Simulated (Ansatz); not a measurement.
Cell of rock-salt BaO (0 0 1) on zinc-blende GaP (0 0 1) (film strained to the substrate, started from cuts of the bulks and a machine-learned relaxation; metallic at this level, with no gap by band count; slabs Ga5P6 and Ba4O4, which can lie off the formulas), relaxed at this level with a, b, gamma of the cell held:

```yaml
crystal:
  lattice:
    - [3.88827, -0.00216, -0.23622]
    - [-0.00030, 3.89412, -0.06408]
    - [-0.32287, 0.53790, 27.65598]
  atoms:
    - { symbol: Ga, position: [0.89372, 0.01034, 0.18794] }
    - { symbol: Ga, position: [0.33212, 0.51166, 0.08772] }
    - { symbol: Ga, position: [0.99647, 0.00661, 0.38726] }
    - { symbol: Ga, position: [0.44460, 0.50858, 0.28759] }
    - { symbol: Ga, position: [0.54895, 0.50349, 0.48772] }
    - { symbol: P, position: [0.86056, 0.51124, 0.13768] }
    - { symbol: P, position: [0.46803, 0.01246, 0.04056] }
    - { symbol: P, position: [0.97009, 0.50763, 0.33700] }
    - { symbol: P, position: [0.41901, 0.00951, 0.23743] }
    - { symbol: P, position: [0.07411, 0.50243, 0.53656] }
    - { symbol: P, position: [0.52184, 0.00504, 0.43632] }
    - { symbol: Ba, position: [0.70795, 0.51598, 0.75449] }
    - { symbol: Ba, position: [0.14617, 0.99057, 0.64015] }
    - { symbol: Ba, position: [0.83685, 0.51390, 0.97319] }
    - { symbol: Ba, position: [0.26666, 0.01546, 0.86302] }
    - { symbol: O, position: [0.21777, 0.01379, 0.77304] }
    - { symbol: O, position: [0.66212, 0.57371, 0.66544] }
    - { symbol: O, position: [0.29446, 0.01369, 0.98182] }
    - { symbol: O, position: [0.77281, 0.51631, 0.88216] }
```

These are PBE (plane waves to 420 eV, PAW; Ansatz, a program for electronic structure) values and carry that method's errors. Scalar-relativistic, without spin–orbit coupling; the runs are not spin-polarised. Its k-point mesh 6×6×1, Fermi–Dirac width 0.05 eV.

Q: Give the plane-averaged electrostatic potential energy of an electron along the normal (the smooth PAW potential), about its mean over the cell.

A: 
```
z (Å) | V (eV)
    0.000 | ############ -2.49
    0.287 | ################### 0.90
    0.431 | ################### 0.91
    0.719 | ############### -1.02
    0.862 | ############# -1.98
    1.150 | ############ -2.57
    1.437 | ############## -1.45
    1.581 | ################ -0.63
    1.868 | ################## 0.61
    2.012 | ################### 0.81
    2.299 | ################### 0.82
    2.587 | ################### 0.93
    2.730 | ################### 1.03
    3.018 | ################### 1.08
    3.161 | ################## 0.69
    3.449 | ############### -1.01
    3.736 | ############# -2.30
    3.880 | ############# -2.26
    4.167 | ############### -0.84
    4.311 | ################# 0.14
    4.598 | ################### 1.22
    4.886 | ################### 1.17
    5.030 | ################### 1.08
    5.317 | ################### 1.06
    5.604 | ################### 1.19
    5.748 | ################### 1.14
    6.035 | ################# 0.09
    6.179 | ############### -0.83
    6.467 | ############# -2.20
    6.754 | ############## -1.77
    6.898 | ############### -0.91
    7.185 | ################### 0.86
    7.329 | #################### 1.27
    7.616 | #################### 1.27
    7.904 | ################### 1.15
    8.047 | ################### 1.16
    8.335 | #################### 1.29
    8.478 | #################### 1.26
    8.766 | ################## 0.30
    9.053 | ############## -1.49
    9.197 | ############# -2.03
    9.484 | ############## -1.71
    9.628 | ############### -0.88
    9.915 | ################### 0.94
   10.203 | #################### 1.51
   10.346 | #################### 1.44
   10.634 | #################### 1.31
   10.778 | #################### 1.31
   11.065 | #################### 1.41
   11.352 | ################### 1.09
   11.496 | ################## 0.46
   11.783 | ############### -1.27
   11.927 | ############# -1.82
   12.215 | ############## -1.50
   12.502 | ################## 0.45
   12.646 | #################### 1.36
   12.933 | ##################### 1.98
   13.077 | ##################### 1.89
   13.364 | #################### 1.72
   13.652 | #################### 1.72
   13.795 | ##################### 1.77
   14.083 | #################### 1.51
   14.370 | ################# 0.11
   14.514 | ################ -0.77
   14.801 | ############## -1.45
   14.945 | ############### -0.96
   15.232 | #################### 1.70
   15.520 | ########################### 5.02
   15.663 | ############################# 6.02
   15.951 | ############################## 6.62
   16.095 | ############################## 6.47
   16.382 | ############################ 5.49
   16.669 | ######################## 3.36
   16.813 | ##################### 1.83
   17.100 | ############### -1.20
   17.244 | ############ -2.38
   17.532 | ########## -3.81
   17.819 | ######## -4.76
   17.963 | ####### -5.11
   18.250 | ######### -4.25
   18.394 | ############ -2.84
   18.681 | #################### 1.34
   18.969 | ########################### 4.93
   19.112 | ############################ 5.75
   19.400 | ############################ 5.62
   19.543 | ########################### 5.13
   19.831 | ####################### 3.15
   20.118 | ################# 0.20
   20.262 | ############### -1.15
   20.549 | ########### -3.21
   20.693 | ######### -4.16
   20.980 | ##### -5.99
   21.268 | ###### -5.58
   21.411 | ######### -4.23
   21.699 | ################# 0.19
   21.843 | ###################### 2.51
   22.130 | ########################### 5.07
   22.417 | ########################### 4.96
   22.561 | ########################## 4.46
   22.848 | ###################### 2.42
   23.136 | ################ -0.50
   23.280 | ############## -1.80
   23.567 | ########## -3.73
   23.711 | ######## -4.65
   23.998 | ##### -6.33
   24.285 | ###### -5.76
   24.429 | ######### -4.34
   24.717 | ################# 0.13
   24.860 | ###################### 2.41
   25.148 | ########################## 4.81
   25.435 | ########################## 4.66
   25.579 | ######################### 4.15
   25.866 | ##################### 2.13
   26.010 | ################## 0.63
   26.297 | ############ -2.48
   26.585 | ##### -5.92
   26.728 | ## -7.46
   27.016 |  -8.72
   27.160 | # -8.16
   27.447 | ######## -4.79
```
